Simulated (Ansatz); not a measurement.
## A constructed model of the (111) surface of fcc Ag, (√3x√3)R30° layer of O, one a cell, in the other hollow (bottom of the slab: a bare face, its two planes held)

All values below come from PBE (plane waves to 420 eV, PAW; Ansatz, an electronic-structure program).

Model: 19-atom slab, 13.4 Å thick at the start, 9x9x1 mesh, Fermi-Dirac 0.1 eV, dipole correction, 6 atoms held, the rest relaxed; start symmetry kept, larger cells not searched; no spin, no spin-orbit, no U. In PBE it lies 0.04 eV a 1x1 cell over the lowest computed structure of the same composition ((√3x√3)R30° layer of O, one a cell, on the site that continues the host's stacking).

```
Property                                             Value
-----------------------------  ---------------------------
work function of the top face                      6.32 eV
energy released by relaxation                      0.11 eV
cost                           very roughly 6 core-minutes
```
